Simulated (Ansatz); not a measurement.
System: SnF4 (I4/mmm, No. 139). Method: PBE0 in Ansatz (PAW).

Numerical settings: plane-wave cutoff 460 eV, 8×8×8 k mesh, Fermi–Dirac smearing 0.01 eV, scalar-relativistic PAW data made under PBE.

Cell (relaxed with PBEsol):

SnF$_{4}$ has the tetragonal space group I4/mmm (No. 139), Pearson symbol tI10. Lattice parameters: a = 4.1051 Å, b = 4.1051 Å, c = 8.1825 Å, α = 90.00°, β = 90.00°, γ = 90.00°. Sn on 2a is coordinated by 2 F at 1.887 Å and 4 F at 2.053 Å (octahedral). F1 on 4e is coordinated by 1 Sn at 1.887 Å. F2 on 4c is surrounded by 2 Sn at 2.053 Å (linear). (Neighbours: up to the widest gap in distance over summed covalent radii, below 1.35, at either atom; cation-cation and far metal-metal contacts left out.)
(The calculation used a cell of 5 atoms; values per cell refer to that cell.)

### Question
Give the computed band gap and smallest direct gap on the k points sampled.

### Answer

- band gap = 6.35 eV (on the SCF k mesh)
- smallest direct gap on the k points sampled = 6.59 eV

Note: cell and atoms aren't relaxed at this level (largest force component 0.32 eV/Å, pressure -1.5 GPa).

Spin–orbit coupling is not included.

Static lattice: no zero-point or thermal effects.

Ansatz is a first-principles code.
